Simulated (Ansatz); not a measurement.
Consider this model of amorphous Hf₁₈O₃₉Y₂.

```xyz
59
Lattice="9.1623 -0.1618 -0.2566 -0.1618 9.2369 0.1570 -0.2566 0.1570 9.0150" Properties=species:S:1:pos:R:3 pbc="T T T"
Hf     0.5769     7.8171     4.1261
Hf     5.2036     3.9225     3.6482
Hf     6.5729     6.6454     4.9209
Hf     2.3853     1.3762     8.5037
Hf     8.5628     4.3095     3.2563
Hf     6.9009     6.2587     8.2682
Hf     7.3771     3.1219     6.2707
Hf     4.1336     6.7006     1.9509
Hf     5.8527     2.9015     0.7353
Hf     1.0797     7.6986     0.8907
Hf     3.5718     0.4274     2.7395
Hf     2.3585     4.0507     0.8689
Hf     4.2437     1.5688     5.7241
Hf     0.9900     1.9987     5.1557
Hf     4.2715     4.5104     7.2040
Hf     0.6944     5.6517     6.8965
Hf     8.5882     8.6774     6.8510
Hf     0.2188     1.7244     1.4592
O      8.7758     1.9221     3.2405
O      1.3627     6.3298     5.2094
O      5.6553     4.7359     8.7403
O      3.6639     3.0030     8.9130
O      4.9796     2.0459     2.4081
O      6.9095     4.5649     4.8047
O      4.0129     0.5163     7.4161
O      0.9338     7.4947     7.8612
O      8.4863     1.4618     6.2336
O      5.6333     2.7100     7.2736
O      5.4002     6.0928     6.5549
O      5.3918     6.8155     0.4161
O      2.3154     6.0944     1.1515
O      0.1073     8.9784     2.3788
O      6.8710     3.8680     2.2548
O      2.3011     1.7051     1.6302
O      8.0705     4.5148     7.5366
O      0.8381     9.1754     5.5626
O      6.0969     2.2400     4.7694
O      4.0853     4.4956     1.9894
O      8.0611     6.6475     6.4074
O      2.3728     7.8425     3.0876
O      8.2434     6.2900     3.4556
O      3.1431     8.7815     0.8116
O      7.2383     1.3919     0.7827
O      5.1864     8.5892     2.2999
O      0.7621     3.9612     2.1703
O      4.0654     3.7992     5.3263
O      0.1857     3.9303     5.4120
O      8.5928     6.4235     0.5812
O      6.8587     8.3629     7.8344
O      2.3153     2.2336     6.6482
O      0.4748     0.4484     8.7344
O      2.7397     1.6694     4.1836
O      2.4145     5.0322     7.8390
O      5.1149     6.0663     3.6342
O      0.8204     2.9583     8.8676
O      7.4930     8.4571     4.7695
O      4.7197     0.0646     4.4979
Y      6.7324     0.7048     3.3168
Y      5.5155     8.9118     0.0535
```

Level of theory: PBE, scalar-relativistic without spin-orbit coupling (plane waves to 420 eV, PAW; Ansatz, a quantum-chemistry and plane-wave program).

Preparation: random packing, a CHGNet melt and quench, and a DFT relaxation. O atoms were pushed apart under 1.9 Å during the dynamics, to hinder bonds among them. The hot cell started wider than the set density and was brought back towards it in steps. It is the lowest in DFT energy of 2 quenches. It is a model cell: composition and starting density were chosen by hand, and all elements were melted together. No dispersion term was used. Its density started from a set value of 8.63 and ended at 8.75 g/cm³. The simulated quench (nominally 450 K/ps over its main leg) is rapid and tends to freeze in more defects than a deposited or slowly cooled glass has. A cell of this size samples the disorder only roughly. Volume and shape were free in the relaxation. Stress components on the final sampling reach 6.0 GPa. On a 2×2×2 Γ-centred mesh force components of up to 0.12 eV/Å stay, since the relaxation ran on the zone centre alone. Cycles of charging lowered its energy after that relaxation.

Bonds are counted up to Hf-Hf 3.34 Å, Hf-O 2.78 Å, Hf-Y 3.54 Å, O-O 1.58 Å, O-Y 2.82 Å, Y-Y 3.74 Å. Two cations that share two anions don't count as bonded, nor two that share one unless they lie closer than Hf-Hf 3.25 Å, Hf-Y 3.45 Å, Y-Y 3.64 Å.

Task: Give the coordination numbers, mean bond lengths and angles.

Result: 
```json
{
  "Mean coordination of Hf by anions": "6.61 (7 with 6, 11 with 7); 1 close contacts or bonds to cations besides",
  "Mean coordination of O": "3.38 (2 with 2, 21 with 3, 15 with 4, 1 with 5)",
  "Mean coordination of Y by anions": "6.50 (1 with 6, 1 with 7); 1 close contacts or bonds to cations besides",
  "Mean Hf-O bond": "2.155 Å (spread 0.140 Å, 119 counted)",
  "Mean O-Y bond": "2.324 Å (spread 0.159 Å, 13 counted)",
  "Bond angle at Hf": "mean 101.6°, spread 29.9°",
  "Bond angle at O": "mean 110.8°, spread 18.2°",
  "Bond angle at Y": "mean 99.7°, spread 29.6°"
}
```

Task: List the pairs of like atoms that count as bonded by the rules above.

Result: There are none by these rules.
